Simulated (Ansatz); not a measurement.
**ZnAu, response to strain**

Consider ZnAu in the CsCl type structure (space group Pm-3m, No. 221; a = 3.129 Å; relaxed with 0.1 eV smearing).

Strains are applied to the cell and any free atomic positions relax.

The values are results of plane-wave PAW DFT at the PBEsol level (Ansatz, a quantum-chemistry and plane-wave program, 420 eV), scalar-relativistic without spin-orbit coupling, not measurements.

Notes on the quantities. energy relative to the base: free energy F.

| change | pressure | energy relative to the base | volume per atom |
|---|---|---|---|
| base | 0.0 GPa | 0 meV/atom | 15.31 Å³ |
| isotropic strain −3.00 % | 16.7 GPa | +63 meV/atom | 13.97 Å³ |
| isotropic strain −2.50 % | 13.3 GPa | +43 meV/atom | 14.19 Å³ |
| isotropic strain −2.00 % | 10.2 GPa | +27 meV/atom | 14.41 Å³ |
| isotropic strain −0.50 % | 2.2 GPa | +1.6 meV/atom | 15.08 Å³ |
| isotropic strain +0.50 % | -2.0 GPa | +1.5 meV/atom | 15.54 Å³ |
| isotropic strain +1.00 % | -3.9 GPa | +5.9 meV/atom | 15.78 Å³ |
| isotropic strain +2.00 % | -7.2 GPa | +22 meV/atom | 16.25 Å³ |
| isotropic strain +2.50 % | -8.6 GPa | +34 meV/atom | 16.49 Å³ |
| isotropic strain +3.00 % | -9.9 GPa | +48 meV/atom | 16.73 Å³ |

Stability against distortions was not tested.
